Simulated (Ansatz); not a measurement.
**SiC: response to strain**

The reference is SiC in the zinc blende structure (space group F-43m, No. 216).

```
SiC
1.0
    0.00000     2.17831     2.17831
    2.17831     0.00000     2.17831
    2.17831     2.17831     0.00000
C Si
1 1
Direct
  0.75000   0.75000   0.75000
  0.00000   0.00000   0.00000
```

Cartesian axes are those of the cell as printed.

Strains are applied to the cell and any free atomic positions relax; under biaxial strain the out-of-plane vector relaxes too.

Calculations: Ansatz (a program for electronic structure), r2SCAN, PAW, cutoff 500 eV, no spin-orbit coupling, earlier PAW set.

Notes on the quantities. energy relative to the base: free energy F; pressure: mean of the normal stresses, compression positive.

| case | band gap | volume per atom | energy relative to the base | pressure | gap character |
|---|---|---|---|---|---|
| base | 1.71 eV | 10.34 Å³ | 0 meV/atom | 0.00 GPa | – |
| biaxial strain −3.17 %, plane normal [001], relaxed out of plane | 1.39 eV | 9.88 Å³ | +32 meV/atom | 10.89 GPa | indirect, Γ → X |
| biaxial strain −1.21 %, plane normal [001], relaxed out of plane | 1.59 eV | 10.17 Å³ | +4.5 meV/atom | 3.88 GPa | indirect, Γ → X |
| uniaxial strain ε_xx = −5.14 % | 1.11 eV | 9.80 Å³ | +36 meV/atom | 13.03 GPa | indirect, Γ → M |
| uniaxial strain ε_xx = +1.81 % | 1.63 eV | 10.52 Å³ | +4.3 meV/atom | -3.96 GPa | indirect, Γ → X |
| uniaxial strain ε_yy = +4.81 % | 1.49 eV | 10.83 Å³ | +30 meV/atom | -9.87 GPa | indirect, Γ → X |
| uniaxial strain ε_zz = −2.39 % | 1.43 eV | 10.09 Å³ | +7.7 meV/atom | 5.72 GPa | indirect, Γ → M |
| uniaxial strain ε_zz = +0.97 % | 1.66 eV | 10.44 Å³ | +1.2 meV/atom | -2.16 GPa | indirect, Γ → X |
| tensor shear ε_yz = +0.66 % | 1.64 eV | 10.34 Å³ | +1.5 meV/atom | 0.03 GPa | indirect, Γ → X |
| tensor shear ε_xy = +3.31 % | 1.15 eV | 10.32 Å³ | +37 meV/atom | 0.70 GPa | indirect, Γ → X |

Whether these cells are dynamically stable was not tested. k-point labels follow each cell's own Brillouin zone.
